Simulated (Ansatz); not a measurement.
**What biaxial strain +2.78 %, plane normal [111], relaxed out of plane does to hypothetical zinc blende TiP**

Start from TiP in the zinc blende structure (space group F-43m, No. 216; a = 5.554 Å; a hypothetical phase, not in the database extracts checked; relaxed with 0.1 eV smearing). Axes: x, y, z lie along the cube axes.

One thing is altered: biaxial strain +2.78 %, plane normal [111], relaxed out of plane (Cartesian); in-plane vectors clamped, the third vector and the atoms free.

Computed with PBE (Ansatz, a first-principles code, PAW, no spin-orbit coupling). k-mesh 18×18×18 (Γ-centred); smearing 0.1 eV (Fermi–Dirac).

* **Space group**: R3m (No. 160) (base F-43m (No. 216))
* **Energy relative to the base (free energy F)**: +2.2 meV/atom
* **Pressure (mean of the normal stresses, compression positive)**: -0.3 GPa (base 0.0 GPa)
* **Band gap**: zero (base zero)
* **Out-of-plane strain**: -5.82 %
* **Ratio −ε⊥/ε∥**: 2.09
* **Mean in-plane stress (compression positive)**: -0.4 GPa

Cost of the whole job for the changed cell (relaxation, final SCF and bands): very roughly 2.0 core-minutes.

No phonon test of stability was made. All final runs are without spin polarisation. An odd electron count without spin: TiP. TiP has a high density of states at the Fermi level and may be magnetic at this level.
